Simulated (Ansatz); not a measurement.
The starting structures come from a database of crystals and need not be the phases stable at ambient conditions.

By PBEsol, the system below comes out a metal.

Crystal: LuCd (Pm-3m, CsCl type, not sure to be the ambient phase, 2 atoms a cell, 24.1 Å³ an atom, -2 GPa at this level); planes in its conventional cell.

Method: PBEsol (plane waves, PAW; Ansatz, an electronic-structure program).

Ballistic conductance counts the channels of both spins, as a mean over 0.1 eV about the Fermi level; spin-orbit coupling is left out.

```
plane  area (Å²)  G/A (10¹⁵ S/m²)
-----  ---------  ---------------
(110)       18.7             0.66
(001)       13.3              ___
(111)       23.0              ___
```

Problem. Fill in the missing entries.

Solution. 
- (001), G/A (10¹⁵ S/m²): 0.59
- (111), G/A (10¹⁵ S/m²): 0.69
